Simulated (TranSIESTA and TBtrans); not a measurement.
Si chain with one C atom inserted

Junction: Si chain with one C atom inserted. Leads: straight Si chain, spacing 2.137 Å. Geometry: 3 atoms about the centre moved by SIESTA (PBE, DZP) to a largest force of 0.00 eV/Å, all others as built, motion along the axis alone.

Method: TranSIESTA and TBtrans, PBE, DZP numerical orbitals (energy shift 0.15 eV), PseudoDojo norm-conserving scalar-relativistic potentials, mesh cutoff 200 Ry, 300 K, no spin polarisation, no spin-orbit coupling; self-consistent non-equilibrium Green functions.

```
Item                               Result
---------------------------------  ------
Conductance at 300 K (G0 = 2e²/h)    2.38
Mean T from −0.5 to 0.5 eV           2.32
```

Energies count from the leads' Fermi level. Transmissions are for one spin of a degenerate pair. The energy step is 0.01 eV; narrower resonances are cut or missed.

```tsv
E (eV)	T	lead channels
-2.00	0	0
-1.80	0	0
-1.60	0	0
-1.40	0.27	2
-1.20	0.64	2
-1.00	0.85	2
-0.80	1.03	2
-0.60	1.23	2
-0.40	2.20	3
-0.20	2.34	3
0.00	2.38	3
0.20	2.38	3
0.40	2.35	3
0.60	2.31	3
0.80	2.27	3
1.00	2.24	3
1.20	2.21	3
1.40	2.20	3
1.60	2.20	3
1.80	2.20	3
2.00	2.20	3
```

The straight chain is held at its spacing; free chains may zigzag or dimerise. No spin-polarised start was tried, so a magnetic state, if there is one, is missed.
